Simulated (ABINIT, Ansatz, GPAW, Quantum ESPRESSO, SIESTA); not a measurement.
**YBRh₃ (Pm-3m, 5 atoms in the cell) computed with different codes at matched settings**

Self-consistent single point, at a second geometry (lattice scaled by 0.98). First geometry:

```yaml
crystal:
  lattice:
    - [4.17882, 0.00000, 0.00000]
    - [0.00000, 4.17882, 0.00000]
    - [0.00000, 0.00000, 4.17882]
  atoms:
    - { symbol: Y, position: [0.00000, 0.00000, 0.00000] }
    - { symbol: B, position: [0.50000, 0.50000, 0.50000] }
    - { symbol: Rh, position: [0.00000, 0.50000, 0.50000] }
    - { symbol: Rh, position: [0.50000, 0.00000, 0.50000] }
    - { symbol: Rh, position: [0.50000, 0.50000, 0.00000] }
```

Shared settings, as Ansatz (a quantum-chemistry and plane-wave program) writes them: kpoints.mp_grid.grid = 7 7 7; scf.occupations.method = gaussian; scf.occupations.width = 0.136 eV. Potentials and cutoffs stand in the table.

```
code                                                                                                                                      model  ΔF from the first geometry (meV/atom)  pressure (GPa)       cutoff
----------------  -----------------------------------------------------------------------------------------------------------------------------  -------------------------------------  --------------  -----------
ABINIT                                                           PBEsol, norm-conserving pseudopotentials (PseudoDojo nc-sr-04 PBEsol standard)                                   12.6            9.05        44 Ha
SIESTA            GGA PBEsol, numerical atomic orbitals DZP, PseudoDojo PBEsol standard norm-conserving potentials (rewritten from UPF to PSML)                                    2.6            7.42  grid 400 Ry
GPAW                                                                                      PBEsol, GPAW PAW datasets PBEsol (made by gpaw-setup)                                   17.8               –       950 eV
Ansatz                                                                                                          PBEsol, PAW files made with PBE                                   10.9            8.69      default
Quantum ESPRESSO                                                                           PBEsol, GBRV 1.5 ultrasoft (PBESOL) pseudopotentials                                   12.2            7.72        40 Ry
```

For Quantum ESPRESSO (by 1.2 GPa) the energy change implies a higher mean pressure, against the two pressures, than for the other programs: a sign of finite-basis (Pulay) stress.

A dash marks a value that a program does not give, or that is left out as unsure.

On Ansatz's run: spin polarisation is off.

The spread over the programs that give each value: ΔF from the first geometry within 15.2 meV/atom; pressure within 1.63 GPa.

SIESTA uses small atom-centred bases, whose incompleteness enters pressures, forces and empty levels differently from a plane-wave cutoff. Ansatz's pressure is given at a fixed set of plane waves, as the other plane-wave codes print theirs; with its correction for the finite basis it is 8.79 GPa. The pressure of GPAW is left out: its cutoff lies under the one at which its stress was checked. In the pressure, SIESTA (by 1.27) lies more than 1 GPa from the median of the plane-wave programs.

The starting cell comes from a database of computed structures (which also holds hypothetical and non-ambient phases and stackings), without a prior relaxation at this level. For this run, on top of that: lattice scaled by 0.98.

Left out of this page: Elk and FLEUR (not drawn, or without a comparable value).

Keys are those of Ansatz 0.2.
